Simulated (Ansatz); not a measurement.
Defect: interstitial H in fcc Rh, neutral cell. The step: one H atom jumps by itself; the atom moves 1.65 Å along (-0.25, -0.25, -0.25) of the unit cell; the moving atom starts with neighbours 3 Rh at 1.95, 3 Rh at 1.96 Å and ends with 4 Rh at 1.75 Å. DFT values are from Ansatz (plane-wave PAW, 420 eV unless said) in a cell of 32 host sites, spin-restricted, static, with no finite-size correction. Sites that were not tried may lie lower. For the PBE band: the saddle point's order was not checked, and it lies on a symmetry element of the cell, where a band can be held.

```
Level                                                                           Forward barrier (eV)  Cost of the band or of the saddle's single point
------------------------------------------------------------------------------  --------------------  ------------------------------------------------
CHGNet universal potential (has no charge state), its own band                                  0.16                                                 -
PBE, a 2×2×2 k-point mesh shifted by half a step, band relaxed                                  0.39                    around 11 core-minutes (rough)
PBE, a 4×4×4 k-point mesh shifted by half a step, same geometries                               0.40                       very roughly 4 core-minutes
r2SCAN at 500 eV, a 2×2×2 k-point mesh shifted by half a step, same geometries                  0.32                     very roughly 2.1 core-minutes
```

Ansatz is a quantum-chemistry and plane-wave program.
